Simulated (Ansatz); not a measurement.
Cubic perovskite CsPbBr₃ (cubic high-temperature phase), treated with rVV10 (Ansatz, a program for electronic structure, PAW).

Settings: plane-wave cutoff 520 eV, 6×6×6 k mesh, Fermi–Dirac smearing 0.01 eV, scalar-relativistic PAW data made under PBE.

Pressure at four volumes; x = ln(V/41.880 Å³). One pressure is withheld.

```json
[
 {"V (Å³/atom)": "39.367", "x": "-0.0619", "P (GPa)": "1.575"},
 {"V (Å³/atom)": "41.880", "x": "0.0000", "P (GPa)": "0.000"},
 {"V (Å³/atom)": "43.555", "x": "0.0392", "P (GPa)": "-0.786"},
 {"V (Å³/atom)": "44.393", "x": "0.0583", "P (GPa)": "?"}
]
```

### Question
Pass a parabola P(x) through the three rows shown, estimate the bulk modulus and its pressure derivative near zero pressure, and predict the withheld pressure.

### Answer
Slopes between the rows: (0.000 − (1.575))/(0.0000 − (-0.0619)) = -25.44 and (-0.786 − (0.000))/(0.0392 − (0.0000)) = -20.05 GPa. Their difference over the span 0.1011 is c = 5.39/0.1011 = 53.3 GPa, so P(x) = 1.575 + (-25.44)(x − (-0.0619)) + 53.3 (x − (-0.0619))(x − (0.0000)). At the middle row B = −dP/dx = −[-25.44 + 53.3 × 0.0619] = 22.1 GPa, and B′ = dB/dP = 2c/B = 4.8. At x = 0.0583 the parabola gives -1.109 GPa; the run gives -1.115 GPa. The Birch–Murnaghan fit to the energies at all volumes has B0 = 22.0 GPa and B′ = 4.8.

Note: the relaxation could not lower the start's symmetry, so the cell can be a saddle point above a distorted one.

Spin–orbit coupling is not included; it can shift volumes and moduli of such heavy elements.
